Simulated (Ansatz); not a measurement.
PBE-D3(BJ) against PBEsol-D3(BJ): MoS2, pressure 30 GPa

The parent structure is MoS2 in the 2H-MoS2 type structure (space group P6_3/mmc, No. 194; a = 3.1494 Å, c = 12.0903 Å; layered, stacked along the Cartesian z axis).

(Cell as relaxed with PBE-D3(BJ).)

Levels (all Ansatz, a quantum-chemistry and plane-wave program, PAW): PBE-D3(BJ) (420 eV, no spin-orbit coupling); PBEsol-D3(BJ) (420 eV, scalar-relativistic without spin-orbit coupling).

Each level relaxes its own structure.

```json
[
 {"base": "volume per atom", "PBE-D3(BJ)": "17.31 Å³", "PBEsol-D3(BJ)": "16.34 Å³"},
 {"base": "lattice parameter a", "PBE-D3(BJ)": "3.149 Å", "PBEsol-D3(BJ)": "3.109 Å"},
 {"base": "band gap", "PBE-D3(BJ)": "0.78 eV", "PBEsol-D3(BJ)": "0.52 eV"}
]
```

Now apply this change: a hydrostatic pressure of 30 GPa.

```
quantity             PBE-D3(BJ)  PBEsol-D3(BJ)
-------------------  ----------  -------------
c/a ratio                 3.619     (withheld)
lattice parameter a     2.964 Å     (withheld)
band gap                   zero     (withheld)
```

Task: Predict the PBEsol-D3(BJ) column.

Result: 
- c/a ratio, PBEsol-D3(BJ): 3.625
- lattice parameter a, PBEsol-D3(BJ): 2.935 Å
- band gap, PBEsol-D3(BJ): zero

PBE-D3(BJ)'s c/a ratio lies 0.0054 below PBEsol-D3(BJ)'s; PBE-D3(BJ)'s lattice parameter a lies 0.029 Å above PBEsol-D3(BJ)'s (1.0 %); the two agree on the band gap. Neither level is exact; PBEsol-D3(BJ) is the comparison here, not a measurement.

The mesh was chosen for an insulator and is coarse for the gapless case. Load acts through the strain it causes; cell and atoms are relaxed under it. Stability against distortions was not tested. No other phases were tried under pressure. All final runs are without spin polarisation. The zero or small gap of MoS2 under pressure 30 GPa can change with the level of theory.
